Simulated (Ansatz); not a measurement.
# ZnO (model structure, started from the PtS type, P4₂/mmc, No. 131, 4 atoms in the cell): properties by level of theory

```csv
level (code),equilibrium lattice constant a (Å),c axis length (Å),enthalpy of formation (eV/atom)
PBE (Ansatz),3.027,5.406,-1.104
PBEsol (Ansatz),2.975,5.343,-1.145
PBE-D3(BJ) (Ansatz),2.995,5.390,-1.113
```

Ansatz's density-functional and Hartree–Fock values are scalar-relativistic unless marked +SOC, with PAW data made under PBE.

A model structure was made by putting elements into a prototype or built by hand; it is no filed structure, need not be a known phase, and can be a saddle point held by its symmetry.

Ansatz is a program for electronic structure.
